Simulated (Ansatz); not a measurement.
## A computed series for CdIn2Se4: pressure series

Base system: CdIn2Se4 (space group P-42m, No. 111; a = 5.780 Å, c = 5.915 Å; a cell from a computed database, its experimental status unchecked).

Cell and atoms are relaxed at each pressure.

Level of theory: plane-wave PAW DFT at the PBEsol level (Ansatz, a quantum-chemistry and plane-wave program, 420 eV), spin-orbit coupling left out.

```json
[
 {"pressure (GPa)": "-1", "volume per atom (Å³/atom)": "29.180"},
 {"pressure (GPa)": "0", "volume per atom (Å³/atom)": "28.225"},
 {"pressure (GPa)": "0.9", "volume per atom (Å³/atom)": "27.498"},
 {"pressure (GPa)": "2.1", "volume per atom (Å³/atom)": "26.681"},
 {"pressure (GPa)": "4.5", "volume per atom (Å³/atom)": "25.399"},
 {"pressure (GPa)": "9", "volume per atom (Å³/atom)": "23.709"},
 {"pressure (GPa)": "15", "volume per atom (Å³/atom)": "?"},
 {"pressure (GPa)": "22.5", "volume per atom (Å³/atom)": "20.821"},
 {"pressure (GPa)": "30", "volume per atom (Å³/atom)": "19.799"}
]
```

Fit the third-order Birch–Murnaghan form P(V) = (3B₀/2)[(V₀/V)^(7/3) − (V₀/V)^(5/3)]·[1 + (3/4)(B₀′ − 4)((V₀/V)^(2/3) − 1)] (squares taken in P) to the rows shown and predict the withheld row.

Least squares on the printed values gives V₀ = 28.213 Å³/atom, B₀ = 32.3 GPa, B₀′ = 5.5; this predicts 22.173 Å³/atom, and the run gives 22.176 Å³/atom, 0.003 higher.

Load acts through the strain it causes; cell and atoms are relaxed under it. Stability against distortions was not tested. No other phases were tried under pressure.
